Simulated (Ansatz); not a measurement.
Start from Nb in the bcc (W type) structure (space group Im-3m, No. 229; a = 3.271 Å).

Computed with Ansatz (an electronic-structure program) PBEsol, no spin-orbit coupling.

Before the change:

| Item | Value |
|---|---|
| Lattice parameter a | 3.271 Å |

One thing is altered: a hydrostatic pressure of 30 GPa.

Estimate the effect on the lattice parameter a.

The lattice parameter a shrinks by 0.137 Å to 3.134 Å.

Load acts through the strain it causes; cell and atoms are relaxed under it. Stability against distortions was not tested. No other phases were tried under pressure. The final runs are not spin-polarised.
